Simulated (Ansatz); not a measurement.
Take Ta₂O₅ (space group C2, No. 5; a cell from a computed database, its experimental status unchecked) as the base.

```
CELL_PARAMETERS angstrom
      2.96222    -2.53816     0.00000
      2.96222     2.53816     0.00000
     -2.64989     0.00000     5.10193
ATOMIC_POSITIONS crystal
  Ta 0.23122 0.15098 0.29224
  Ta 0.84902 0.76878 0.70776
  O  0.63318 0.22415 0.65149
  O  0.77585 0.36682 0.34851
  O  0.24126 0.11196 0.95629
  O  0.88804 0.75874 0.04371
  O  0.27242 0.72758 0.50000
```

Cartesian axes are those of the cell as printed.

Levels (all Ansatz, a quantum-chemistry and plane-wave program, PAW): PBEsol (420 eV, no spin-orbit coupling); r2SCAN (500 eV, scalar-relativistic without spin-orbit coupling).

Its gap is 2.40 eV with PBEsol and 2.83 eV with r2SCAN.

The change: biaxial strain −0.89 %, plane normal [001], relaxed out of plane (Cartesian); in-plane vectors clamped, the third vector and the atoms free.

With PBEsol the gap becomes 2.35 eV.

If the r2SCAN correction stayed the same, what would the r2SCAN gap be, and what does the r2SCAN run give?

A rigid correction of +0.43 eV gives 2.78 eV. The r2SCAN run gives 2.77 eV, so the two effects roughly add.

Single points use the geometry relaxed with PBEsol. With Ta present, leaving out spin-orbit coupling can change the band edges. No phonon test of stability was made.
